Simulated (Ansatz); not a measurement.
We consider NbON (P2₁/c, No. 14), described by LDA in Ansatz (plane waves, PAW).

Run with plane-wave cutoff 520 eV, 8×8×8 k mesh, Fermi–Dirac smearing 0.01 eV, no spin polarisation, scalar-relativistic PAW data made under PBE.

Computed at the level's own relaxed cell.

Question: Estimate the band gap and smallest direct gap on the k points sampled that the calculation returns.

Answer: 
- band gap = 1.56 eV
- smallest direct gap on the k points sampled = 1.69 eV

Spin–orbit coupling is not included.

Computed values are for the static lattice.

Ansatz is a first-principles code.
